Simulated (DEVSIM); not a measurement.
Structure: CdTe p-n junction from an implanted or diffused profile, at 300 K.

```csv
layer (left to right),material,thickness (μm),Nd (cm⁻³),τn (s),τp (s)
1,CdTe,170,6.3e15,2.8e-8,2.8e-8
```

Added acceptor profile: 4.9e17 cm⁻³ × exp(−(x − 0.042 μm)²/(2·(0.07 μm)²)). Left contact: ohmic. Right contact: ohmic. Voltage is applied to the left contact. Recombination: SRH at mid-gap, radiative, Auger. Mobility is μmin + (μ − μmin)/(1 + (N/Nref)^α).

The device is made up for the run: typed textbook-type constants, with dimensions and the other settings drawn at random. Values at 300 K.

```
parameter        CdTe
-------------  ------
gap (eV)          1.5
affinity (eV)    4.28
permittivity     10.2
Nc (cm⁻³)        8e17
Nv (cm⁻³)      1.8e19
μn (cm²/Vs)      1000
μp (cm²/Vs)        80
μn,min            100
μp,min             10
Nref,n           1e17
Nref,p           1e17
αn                0.6
αp                0.6
B (cm³/s)       1e-10
Cn (cm⁶/s)      1e-30
Cp (cm⁶/s)      1e-30
```

Model (solved in DEVSIM): 1D drift-diffusion, Boltzmann statistics, complete ionisation; no tunnelling, impact ionisation, image-force lowering or self-heating.

Base results: potential step across the device at zero bias (V) 1.277; dark forward voltage at 1 A/cm² (V) 1.115.

Problem. What follows from this one change: peak of the profile 4.9e+17 → 9.8e+16 cm^-3?

Solution. potential step across the device at zero bias 1.277 → 1.233 V; dark forward voltage at 1 A/cm² 1.115 → 1.072 V.

Problem. What follows from this one change: thickness of layer 1 170 → 290 μm?

Solution. potential step across the device at zero bias little changed (1.277 V); dark forward voltage at 1 A/cm² 1.115 → 1.129 V.

Problem. What follows from this one change: constant mobility in place of the doping-dependent one?

Solution. potential step across the device at zero bias little changed (1.277 V); dark forward voltage at 1 A/cm² 1.115 → 1.094 V.
